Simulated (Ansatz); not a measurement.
# Worked sum: surface energy of the Si(111) slab with 2 Br, the mean of its two faces, with the listed reservoirs for the atoms in excess

We look at the surface energy of the Si(111) slab with 2 Br, the mean of its two faces, with the listed reservoirs for the atoms in excess. Reaction: 2 Br (Cmce) + 12 Si (diamond) → cell A.

A: a slab of Si (diamond, Fd-3m) cut along (111), 14 atoms, hexagonal cell of 3.83 Å (12.7 Å²), symmetry P-3m1 within 0.02 Å, 20.9 Å thick under 16 Å of vacuum, in-plane vectors held at the crystal's; planes from bottom to top: Br | Si × 12 | Br; added, foreign or displaced atoms, above the top plane and below the bottom plane: two times Br bound to 1 Si at 2.24 Å; spin state with PBE: run without spin.

Method: Ansatz (a first-principles code), PAW, neutral cells at 0 K with nuclei at rest, on structures from PBE+D3(BJ). Ansatz runs with its PAW set soft_1. Other levels take these structures. The lattices are those relaxed with PBE+D3(BJ), so at other levels the solids can be strained. Cell A has symmetry P-3m1 within 0.02 Å and got no random move, so less symmetric positions, which may lie lower, weren't tried.

Total energies of the cells in eV, at zero smearing width. They compare only within one column; the weights balance every element.

```
cell                       atoms  weight     r2SCAN+D4
-------------------------  -----  ------  ------------
A: Si(111) slab with 2 Br     14      +1  -13257.94134
Br (Cmce)                      4    −1/2  -11171.82881
Si (diamond)                   2      −6   -1278.36906
```

r2SCAN+D4: (-13257.94134) − 1/2 × (-11171.82881) − 6 × (-1278.36906) = -1.8126 eV; dividing by 2 × 12.725 Å² and converting at 16.022 J/m² per eV/Å² gives -1.14 J/m².
